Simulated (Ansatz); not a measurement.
The parent structure is Sr$_{3}$SnO in the anti-perovskite structure (space group Pm-3m, No. 221; a = 5.0919 Å). Axes: x, y, z lie along the cube axes.

Computed with PBEsol in Ansatz (plane waves to 420 eV, PAW, spin-orbit coupling left out).

For the base:

Band gap: zero
Shortest interatomic distance: 2.546 Å
Pressure: 0.0 GPa

It is then changed as follows: tensor shear ε_xy = +3.32 % (engineering shear γ = 0.0664); the atoms relax in the strained cell.

### Question
How does this affect the energy relative to the base?

### Answer
The energy rises by 15 meV/atom.

### Question
What happens to the band gap?

### Answer
The band gap stays zero.

### Question
How does this affect the shortest interatomic distance?

### Answer
The shortest interatomic distance stays 2.546 Å.

### Question
How does this affect the pressure?

### Answer
The pressure (mean of the normal stresses, compression positive) is nearly the same (0.0 GPa against 0.1 GPa).

Whether these cells are dynamically stable was not tested. All final runs are without spin polarisation. A zero or small gap of Sr3SnO can be the functional's error rather than a property of the material.

Ansatz is a first-principles code.
